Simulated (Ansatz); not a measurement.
The starting structures come from a database of crystals and need not be the phases stable at ambient conditions.

Consider the following.

```xyz
14
Lattice="8.1987 0.0000 0.0000 -3.8685 7.8037 0.0000 -1.9342 3.9018 6.2055" Properties=species:S:1:pos:R:3 pbc="T T T"
K     -0.4518     6.1157     0.0000
K      4.7820     1.6880     0.0000
K     -2.9014     5.8528     3.1028
K     -0.9671     1.9509     3.1028
K      2.1651     3.9018     2.0831
K      0.2309     7.8037     4.1225
Ge     0.8214     0.9229     0.0000
Ge     3.5088     6.8808     0.0000
S      4.1757     3.1481     4.3838
S     -1.7798     8.5574     1.8217
S      0.1545     4.6556     4.3838
S      2.2415     7.0499     1.8217
S     -0.2579     2.8764     0.0000
S      4.5880     4.9272     0.0000
```

Space group of this cell: C2/m. The cell is taken as given.

Transport runs along the normal of the first two printed cell vectors.

The gap is the functional's own. No spin-orbit coupling. Mid-gap values are interpolated on the energy grid.

Estimate the band gap and the smallest decay constant κ at mid-gap that Ansatz (an electronic-structure program) with r2SCAN returns for this system.

Gap 2.94 eV on a 4×6×6 mesh; κ = 0.318 1/Å, at the zone centre.
